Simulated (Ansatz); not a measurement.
The reference is CdS in the zinc blende structure (space group F-43m, No. 216).

```
CELL_PARAMETERS angstrom
      0.00000     2.93884     2.93884
      2.93884     0.00000     2.93884
      2.93884     2.93884     0.00000
ATOMIC_POSITIONS crystal
  Cd 0.00000 0.00000 0.00000
  S  0.25000 0.25000 0.25000
```

Cartesian axes are those of the cell as printed.

Level of theory: r2SCAN (Ansatz, a program for electronic structure; PAW; 500 eV plane waves; spin-orbit coupling left out).

Before the change:

```
Item                                Result
---------------------  -------------------
Band gap                           1.54 eV
Valence-band top at Γ  0.00, 0.00, 0.00 eV
```

One thing is altered: biaxial strain +1.50 %, plane normal [001], relaxed out of plane (Cartesian); in-plane vectors clamped, the third vector and the atoms free.

### Question
How does this affect the hole mass, band gap, out-of-plane strain and valence-band top at Γ?

### Answer
The hole mass comes out as 0.16 mₑ out of plane, 0.78 mₑ in plane (at Γ); the band gap falls by 0.088 eV (1.54 eV → 1.46 eV); the out-of-plane strain comes out as -2.28 %; the valence-band top at Γ (three highest levels, from the VBM) goes from 0.00, 0.00, 0.00 eV to 0.00, -0.11, -0.11 eV.

Masses are band curvatures over ±0.01 Å⁻¹ around the edge. Stability against distortions was not tested.
